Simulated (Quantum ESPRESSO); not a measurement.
A working Quantum ESPRESSO input for RbLuSe2 (R-3m, 4 atoms in the cell) (DFT, LDA (PZ), plane waves, PSlibrary PAW (LDA) pseudopotentials):

```fortran
&control
    calculation = 'scf',
    prefix = 'rbluse2',
    outdir = './tmp/',
    pseudo_dir = './',
    verbosity = 'high',
    tprnfor = .true.,
    tstress = .true.,
/
&system
    ibrav = 0,
    nat = 4,
    ntyp = 3,
    ecutwfc = 50,
    ecutrho = 400,
    occupations = 'smearing',
    smearing = 'marzari-vanderbilt',
    degauss = 0.0036749,
/
&electrons
    conv_thr = 1.0e-11,
    mixing_beta = 0.4,
/
ATOMIC_SPECIES
Se    78.9710  Se.pz-n-kjpaw_psl.1.0.0.UPF
Lu   174.9668  Lu.pz-spdn-kjpaw_psl.1.0.0.UPF
Rb    85.4678  Rb.pz-spn-kjpaw_psl.1.0.0.UPF
ATOMIC_POSITIONS bohr
Se    0.0000000000    0.0000000000   10.3433948315
Se    0.0000000000    0.0000000000   34.2805959857
Lu    0.0000000000    0.0000000000   22.3119954086
Rb    0.0000000000    0.0000000000    0.0000000000
K_POINTS automatic
6 6 6  1 1 1
CELL_PARAMETERS angstrom
   2.0646999127     1.1920550504     7.8713330000
  -2.0646999127     1.1920550504     7.8713330000
   0.0000000000    -2.3841101008     7.8713330000
```

The run converged in 13 iterations: free energy E − TS -16991.0576 eV; top of the valence band (on the code's own zero) 5.78 eV; gap on the k-point mesh 1.86 eV; pressure -3.44 GPa; largest force (vector length) 0.366 eV/Å. Each of these slips is then made, one at a time:

(1)
```diff
-    conv_thr = 1.0e-11,
+    conv_thr = 1.0d-3,
```

(2)
```diff
-    ntyp = 3,
+    ntyp = 2,
```

Problem. What happens in each case?

Solution. 
(1) A convergence threshold that is too loose. The run converged in 5 iterations without an error; against the sound input the free energy stays essentially unchanged (within 1 meV/atom), the pressure goes from -3.44 to -3.12 GPa, the largest force moves little (0.366 to 0.369 eV/Å) and the gap on the mesh goes from 1.856 to 1.893 eV.

(2) A species count that does not match the list of species. The program stopped before any SCF iteration.
```
Error in routine read_cards (4):
species Rb in ATOMIC_POSITIONS is nonexistent
```

The starting cell comes from a database of published, mostly measured structures (it also holds non-ambient and calculated ones), without a prior relaxation at this level. Spin-orbit coupling is off. In the base run, with a pressure of about -3 GPa the cell is away from its equilibrium volume at this level. The shifted mesh does not hold Γ, so a gap read on it misses any band edge there.

Left out of this page: 4 runs of the series outside the window shown, repeating another row's setting, or not comparable; 1 run of the series stopped by limits of time or memory.
